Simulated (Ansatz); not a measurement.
Consider O vacancy in rock-salt MgO strained by -1.5 % along x and y, z held, charge state +2. All values below come from PBE, PAW (plane waves to 420 eV; Ansatz, a program for electronic structure).

Cell of 64 host sites held at the strained lattice (strain from the relaxed PBE one, atoms relaxed); a 2×2×2 k-point mesh shifted by half a step; Fermi-Dirac width 0.01 eV, spin-restricted; finite-size errors left in. Static, classical nuclei. The charge state is imposed; whether it is stable for some Fermi level was not computed. Forms of the defect that were not tried may lie lower.

A. one O atom jumps into the vacancy from a nearby O site; the atom moves 2.85 Å along (0.00, 0.48, 0.48) of the unit cell; the moving atom starts with neighbours Mg at 2.06, Mg at 2.09, 2 Mg at 2.10, Mg at 2.14, Mg at 2.18 Å and ends with Mg at 2.06, Mg at 2.09, 2 Mg at 2.10, Mg at 2.14, Mg at 2.18 Å; saddle order not checked, on a symmetry element.
B. one O atom jumps into the vacancy from a nearby O site; the atom moves 2.82 Å along (0.48, -0.48, 0.00) of the unit cell; the moving atom starts with neighbours 2 Mg at 2.05, 2 Mg at 2.13, 2 Mg at 2.15 Å and ends with 2 Mg at 2.05, 2 Mg at 2.13, 2 Mg at 2.15 Å; saddle order not checked, on a symmetry element.

A band can be held on a symmetry element, so unchecked saddle points there may be too high.

Question: Rank these by forward barrier (lowest first), as PBE, PAW gives it.

Answer: A (2.26 eV), B (2.33 eV)
